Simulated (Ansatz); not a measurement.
**Pressure series in Mg2Si**

Consider Mg₂Si (space group Fm-3m, No. 225).

```
CELL_PARAMETERS angstrom
      0.00000     3.18242     3.18242
      3.18242     0.00000     3.18242
      3.18242     3.18242     0.00000
ATOMIC_POSITIONS crystal
  Si 0.00000 0.00000 0.00000
  Mg 0.25000 0.25000 0.25000
  Mg 0.75000 0.75000 0.75000
```

Cell and atoms are relaxed at each pressure.

Computed with PBE/PAW in Ansatz (a quantum-chemistry and plane-wave program), spin-orbit coupling left out.

| pressure (GPa) | volume per atom (Å³/atom) |
|---|---|
| -2 | 22.367 |
| -1 | 21.905 |
| 0 | 21.487 |
| 2.1 | 20.728 |
| 4.5 | 19.993 |
| 9 | ? |
| 15 | 17.766 |
| 22.5 | 16.691 |
| 30 | 15.846 |

**Question.** Fit the third-order Birch–Murnaghan form P(V) = (3B₀/2)[(V₀/V)^(7/3) − (V₀/V)^(5/3)]·[1 + (3/4)(B₀′ − 4)((V₀/V)^(2/3) − 1)] (squares taken in P) to the rows shown and predict the withheld row.

**Answer.** Least squares on the printed values gives V₀ = 21.489 Å³/atom, B₀ = 54.3 GPa, B₀′ = 3.9; this predicts 18.892 Å³/atom, and the run gives 18.892 Å³/atom, in agreement.

A case with no gap was solved on a k-mesh chosen for an insulator, which is coarse for it. Load acts through the strain it causes; cell and atoms are relaxed under it. Whether these cells are dynamically stable was not tested. No other phases were tried under pressure. The final runs are not spin-polarised.
